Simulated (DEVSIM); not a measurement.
Device: Co/SiO2/n-Ge capacitor, at 300 K.

Layer 1 from the left is SiO2, thickness (nm) 4.70. Layer 2 from the left is Ge, thickness (nm) 2100, Nd (cm⁻³) 8e16.

Metal gate on the left, work function 5 eV. Fixed charge at the semiconductor interface -1.2e10 cm⁻² (in units of +e); no interface traps.

The device is made up for the run: typed textbook-type constants, with dimensions and the other settings drawn at random. Values at 300 K.

SiO2: gap (eV) 9, affinity (eV) 0.9, permittivity 3.9. Ge: gap (eV) 0.664, affinity (eV) 4, permittivity 16, Nc (cm⁻³) 1.04e19, Nv (cm⁻³) 6e18.

Estimate by hand the flat-band voltage, the threshold voltage, and compare with a numerical solution.


- Flat-band voltage: C = 0.735 μF/cm², work-function difference 0.874 V; VFB = φms − qNf/C = 0.88 V; numerical 0.88 V.
- Threshold voltage: φF = 0.213 V, depletion charge √(4εqNφF) = 1.24e-7 C/cm²; VT = VFB − 2φF − Qd/C = 0.28 V; numerical 0.28 V.

Simulated with DEVSIM: 1D Poisson equation in equilibrium, Boltzmann statistics, complete ionisation; no quantum confinement or tunnelling. Metal contacts follow the ideal Schottky-Mott rule: no Fermi-level pinning, no interface dipoles.
